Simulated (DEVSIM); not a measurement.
illuminated GaAs p-on-n cell, one wavelength

System: illuminated GaAs p-on-n cell, one wavelength, at 300 K.

| layer (left to right) | material | thickness (μm) | Nd (cm⁻³) | Na (cm⁻³) | τn (s) | τp (s) | absorption coefficient (cm⁻¹) |
|---|---|---|---|---|---|---|---|
| 1 | GaAs | 0.0550 | - | 1.4e18 | 1.5e-9 | 4.1e-10 | 25000 |
| 2 | GaAs | 4.90 | 4.7e15 | - | 2.4e-9 | 2.4e-9 | 25000 |

Left contact: ohmic, minority electron recombination velocity 3e6 cm/s. Right contact: ohmic, minority hole recombination velocity 1e6 cm/s. Voltage is applied to the left contact. Recombination: SRH at mid-gap, radiative, Auger. Light enters at the left, 3e16 photons cm⁻² s⁻¹, one pass, no reflection. Mobility is constant in doping.

Constants are typed, rounded textbook-type inputs, not results; the design itself was drawn at random and stands for no fabricated device. Values at 300 K.

| parameter | GaAs |
|---|---|
| gap (eV) | 1.424 |
| affinity (eV) | 4.07 |
| permittivity | 12.9 |
| Nc (cm⁻³) | 4.7e17 |
| Nv (cm⁻³) | 9e18 |
| μn (cm²/Vs) | 8500 |
| μp (cm²/Vs) | 400 |
| B (cm³/s) | 2e-10 |
| Cn (cm⁶/s) | 1e-30 |
| Cp (cm⁶/s) | 1e-30 |

DEVSIM, 1D drift-diffusion, Boltzmann statistics, complete ionisation; no tunnelling, impact ionisation, image-force lowering or self-heating.

The potential step across the device at zero bias is 1.257 V. The largest field in the device at zero bias is 69000 V/cm and the dark forward voltage at 1 A/cm² comes out as 0.999 V. The dark forward voltage at 100 A/cm² is 1.146 V and the short-circuit current is 4.58 mA/cm². The open-circuit voltage comes out as 0.817 V, the fill factor is 0.77 and the largest power is 2.89 mW/cm². The share of generated pairs collected at short circuit is 0.952.

Dark reverse current:

```tsv
V (V)	J (A/cm²)
-0.04	-1.8e-10
-0.10	-3.7e-10
-0.20	-6.2e-10
-0.30	-8.5e-10
-0.40	-1.1e-9
-0.60	-1.5e-9
-0.80	-1.8e-9
-1.00	-2.2e-9
-1.30	-2.7e-9
-1.60	-3.1e-9
-2.00	-3.6e-9
```

Current under light (generator sign):

```json
[
 {"V (V)": "0.00", "J (mA/cm²)": "4.58"},
 {"V (V)": "0.12", "J (mA/cm²)": "4.56"},
 {"V (V)": "0.26", "J (mA/cm²)": "4.54"},
 {"V (V)": "0.38", "J (mA/cm²)": "4.52"},
 {"V (V)": "0.52", "J (mA/cm²)": "4.48"},
 {"V (V)": "0.66", "J (mA/cm²)": "4.31"},
 {"V (V)": "0.68", "J (mA/cm²)": "4.23"},
 {"V (V)": "0.70", "J (mA/cm²)": "4.12"},
 {"V (V)": "0.72", "J (mA/cm²)": "3.94"},
 {"V (V)": "0.74", "J (mA/cm²)": "3.67"},
 {"V (V)": "0.76", "J (mA/cm²)": "3.24"},
 {"V (V)": "0.78", "J (mA/cm²)": "2.57"},
 {"V (V)": "0.80", "J (mA/cm²)": "1.47"},
 {"V (V)": "0.82", "J (mA/cm²)": "-0.350"}
]
```
